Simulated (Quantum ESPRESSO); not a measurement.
# Quick settings and what they miss: InGaTe₂ (I4/mcm, 8 atoms in the cell)

Self-consistent single point.

```yaml
crystal:
  lattice:
    - [-4.34945, 4.34945, 3.46100]
    - [4.34945, -4.34945, 3.46100]
    - [4.34945, 4.34945, -3.46100]
  atoms:
    - { symbol: In, position: [0.75000, 0.75000, 0.00000] }
    - { symbol: In, position: [0.25000, 0.25000, 0.00000] }
    - { symbol: Ga, position: [0.25000, 0.75000, 0.50000] }
    - { symbol: Ga, position: [0.75000, 0.25000, 0.50000] }
    - { symbol: Te, position: [0.17133, 0.67133, 0.84266] }
    - { symbol: Te, position: [0.82867, 0.32867, 0.15734] }
    - { symbol: Te, position: [0.67133, 0.82867, 0.50000] }
    - { symbol: Te, position: [0.32867, 0.17133, 0.50000] }
```

Level of theory: LDA (PZ), GBRV 1.5 ultrasoft (LDA) pseudopotentials (plane waves; Quantum ESPRESSO).

Base settings: ecutwfc = 50 Ry; ecutrho = 250 Ry; occupations = smearing; smearing = cold; degauss = 0.0073499 Ry; potentials = {In: in_lda_v1.4.uspp.F.UPF, Ga: ga_lda_v1.4.uspp.F.UPF, Te: te_lda_v1.uspp.F.UPF}; K_POINTS = automatic 3 3 3 0 0 0; conv_thr = 1e-09 Ry.

Tight run (finer mesh or higher cutoff; not a proven limit): ecutwfc: 50 Ry → 70 Ry; ecutrho: 250 Ry → 350 Ry; conv_thr: 1e-09 Ry → 7.3e-11 Ry; K_POINTS: automatic 3 3 3 0 0 0 → automatic 5 5 5 0 0 0. It gave Fermi level (on the code's own zero) 5.67 eV; pressure -5.21 GPa; largest force (vector length) 0.491 eV/Å.

Quick runs, as changes from the base:
- A: the base itself
- B: ecutwfc: 50 Ry → 30 Ry; ecutrho: 250 Ry → 150 Ry; K_POINTS: automatic 3 3 3 0 0 0 → automatic 1 1 1 0 0 0
- C: ecutwfc: 50 Ry → 30 Ry; ecutrho: 250 Ry → 150 Ry; smearing: cold → mp; degauss: 0.0073499 Ry → 0.019992 Ry

Energies are extrapolated to zero smearing width, which holds to low order in the width alone (under cold and Methfessel-Paxton smearing the free energy itself is taken).

The count of work is k-points × plane waves × bands × iterations; it is no time. Core times come from one kind of shared machine and are given to one figure; runs under 30 s give none.

The starting cell comes from a database of computed structures (which also holds hypothetical and non-ambient phases and stackings), without a prior relaxation at this level. Its lattice was rescaled by a random factor within 2.5 % of one. In the base run, with a pressure of about -5 GPa the cell is away from its equilibrium volume at this level.

```
run  energy less tight (meV/atom)  pressure less tight (GPa)  largest miss in a force vector (eV/Å)  count of work / tight  core time / tight (rough)
---  ----------------------------  -------------------------  -------------------------------------  ---------------------  -------------------------
A                            20.8                       0.35                                  0.029                   0.19                        0.3
B                          -545.6                      -6.23                                  1.554                  0.014                       0.06
C                            90.1                      -2.49                                  0.027                  0.089                        0.1
```

Among the runs at the tight run's level, the energy misses run from 20.8 to 545.6 meV/atom.

Left out of this page: 3 runs of the series outside the window shown, repeating another row's setting, or not comparable.
